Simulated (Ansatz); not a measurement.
The starting structures come from a database of crystals and need not be the phases stable at ambient conditions.

 Where the default PAW files enter, the runs use the earlier of Ansatz's two default sets.

Inside the gap of an insulator the Bloch states are evanescent, with a wavenumber k + iκ along the transport direction.

Here is the system:

```
Cs2Pt
1.0
    5.80714     0.00000     0.00000
   -2.90357     5.02913     0.00000
    0.00000     0.00000     7.89729
Cs Pt
4 2
Direct
  0.66667   0.33333   0.25000
  0.33333   0.66667   0.75000
  0.00000   0.00000   0.00000
  0.00000   0.00000   0.50000
  0.66667   0.33333   0.75000
  0.33333   0.66667   0.25000
```

Space group of this cell: P6_3/mmc. The cell is taken as given.

Transport runs along the normal of the first two printed cell vectors, the (001) plane of the conventional cell.

The gap is the functional's own. No spin-orbit coupling. Mid-gap values are interpolated on the energy grid.

Question: Estimate the band gap and the smallest decay constant κ at mid-gap that Ansatz (a first-principles code) with r2SCAN returns for this system.

Answer: Gap 2.06 eV on a 6×6×4 mesh; κ = 0.218 1/Å, at (0.167, 0.167) of the in-plane reciprocal vectors. At the zone centre, at the nearest computed energy, the slowest state has κ = 0.26 1/Å.
